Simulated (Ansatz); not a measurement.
Base system: Pb in the fcc (Cu type) structure (space group Fm-3m, No. 225; a = 4.9913 Å).

Computed with r2SCAN (Ansatz, a quantum-chemistry and plane-wave program), scalar-relativistic without spin-orbit coupling, earlier PAW set.

Base values:

The volume per atom is 31.09 Å³.

Modification: a hydrostatic pressure of 1.8 GPa.

Q: What does the calculation give for the volume per atom after the change?

A: The volume per atom falls by 1.101 Å³ to 29.98 Å³.

Load acts through the strain it causes; cell and atoms are relaxed under it. Stability against distortions was not tested.
